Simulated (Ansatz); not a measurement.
Worked example: self-consistent single point of Rb (Fd-3m, 2 atoms in the cell) in Ansatz (an electronic-structure program).

Method: PBE (plane waves, PAW; Ansatz).

```
CELL_PARAMETERS angstrom
      0.00000     4.29915     4.29915
      4.29915     0.00000     4.29915
      4.29915     4.29915     0.00000
ATOMIC_POSITIONS crystal
  Rb 0.75000 0.75000 0.75000
  Rb 0.50000 0.50000 0.50000
```

Reference input (self-consistent single point, DFT, PBE, plane waves, default PAW files): basis.ecutwfc = 30.9 Ry; kpoints.mp_grid.grid = 9 9 9; hamiltonian.xc = pbe; hamiltonian.pseudopotentials = {kind: paw} (the program's default PAW files); scf.occupations.method = fermi_dirac; scf.occupations.width = 0.01 Ry. This run's input differs from it in these lines:

Ansatz 0.2 input:
```diff
@@ -12,3 +12,3 @@
   mp_grid:
-    grid: [9, 9, 9]
+    grid: [3, 3, 3]
 hamiltonian:
```

The program printed (abridged):

```
SCF iter   1: F=—  HF=-6533.841355 eV  |F-HF|=—  |Δ(HF+E_count)|=         —  Δρ=1.31e-3  dr2=1.24e-2  ethr=1.77e-3  ⟨swp⟩=7.5  Hψ=329  notcnv=0
all-band conjugate gradients solve this SCF's bands
preconditioner: auto → none
SCF iter   2: F=—  HF=-6533.840937 eV  |F-HF|=—  |Δ(HF+E_count)|=   4.18e-4  Δρ=6.04e-4  dr2=1.79e-3  ethr=6.89e-5  ⟨swp⟩=2.5  Hψ=113  notcnv=0
SCF iter   3: F=—  HF=-6533.841202 eV  |F-HF|=—  |Δ(HF+E_count)|=   2.65e-4  Δρ=1.16e-4  dr2=3.64e-5  ethr=9.96e-6  ⟨swp⟩=2.0  Hψ=56  notcnv=0
SCF iter   4: F=—  HF=-6533.841280 eV  |F-HF|=—  |Δ(HF+E_count)|=   7.86e-5  Δρ=1.96e-5  dr2=4.08e-7  ethr=2.02e-7  ⟨swp⟩=2.8  Hψ=84  notcnv=0
iter 5 did not close the SCF: its close was put off for the readings that it lacked (scf_convergence_deferred on its scf_iter line)
SCF iter   5: F=-6533.841282 eV  HF=-6533.841282 eV  |F-HF|=4.06e-9  |Δ(HF+E_count)|=   1.46e-6  Δρ=2.01e-6  dr2=4.66e-9  ethr=2.26e-9  ⟨swp⟩=2.0  Hψ=86  notcnv=0
SCF iter   6: F=-6533.841282 eV  HF=-6533.841282 eV  |F-HF|=4.00e-11  |Δ(HF+E_count)|=   6.64e-9  Δρ=2.64e-7  dr2=3.23e-11  ethr=2.59e-11  ⟨swp⟩=4.0  Hψ=253  notcnv=0
SCF 1 converged in 6 iterations: F = -6533.841282 eV  dr2 = 3.23e-11
Free energy (F): -6533.841282 eV
Internal energy: -6533.724213 eV  (E = F + TS)
E sigma→0 (E₀):  -6533.782747 eV
Entropy (-TS):   -0.117069 eV (-58.535 meV/atom)
Fermi energy:    2.738578 eV
--- Forces (eV/Å), atoms counted from 1 ---
  atom   1  Rb    -0.00000000     0.00000000     0.00000000
  atom   2  Rb    -0.00000000    -0.00000000     0.00000000
--- Stress (GPa, compression-positive) ---
        1.299509      -0.000000      -0.000000
       -0.000000       1.299509      -0.000000
        0.000000       0.000000       1.299509
  P = ⅓ Tr σ = 1.2995 GPa (12.995 kbar)
  The stress holds the Pulay correction. Without it, at fixed plane waves, as pw.x and ABINIT print it: P = 1.2993 GPa
```

The run converged in 6 iterations. Against the reference run the free energy goes up by 18.8 meV/atom and the pressure moves little (1.35 to 1.30 GPa). The full log also holds: “iter 5 did not close the SCF: its close was put off for the readings that it lacked (scf_convergence_deferred on its scf_iter line)”.

The starting cell was generated: these elements placed on a structure prototype, without a prior relaxation; it need not be a known phase or ordering of this composition. Its lattice was rescaled by a random factor within 2.5 % of one. Ansatz's pressure includes its estimate of the finite-basis (Pulay) stress.
